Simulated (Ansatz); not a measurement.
# InAs with two functionals, As → Sb

Take InAs in the zinc blende structure (space group F-43m, No. 216; a = 6.1866 Å) as the base.

(Cell as relaxed with PBE.)

Levels (all Ansatz, a first-principles code, PAW, earlier PAW set): PBE (420 eV, scalar-relativistic without spin-orbit coupling); PBEsol (420 eV, no spin-orbit coupling).

Each level relaxes its own structure.

```json
[
 {"base": "volume per atom", "PBE": "29.60 Å³", "PBEsol": "28.20 Å³"},
 {"base": "lattice parameter a", "PBE": "6.187 Å", "PBEsol": "6.087 Å"},
 {"base": "band gap", "PBE": "zero", "PBEsol": "zero"}
]
```

One thing is altered: full substitution As → Sb, then cell and atoms are relaxed.

| quantity | PBE | PBEsol |
|---|---|---|
| lattice parameter a | 6.635 Å | [?] |
| band gap | zero | [?] |

Task: Predict the PBEsol column.

Result: 
- lattice parameter a, PBEsol: 6.519 Å
- band gap, PBEsol: zero

PBE's lattice parameter a lies 0.116 Å above PBEsol's (1.8 %); the two agree on the band gap. Neither level is exact; PBEsol is the comparison here, not a measurement.

Spin-orbit coupling, missing from the scalar runs, can matter with Sb. Whether these cells are dynamically stable was not tested. The final runs are not spin-polarised. The zero or small gap of InSb and InAs can change with the level of theory.
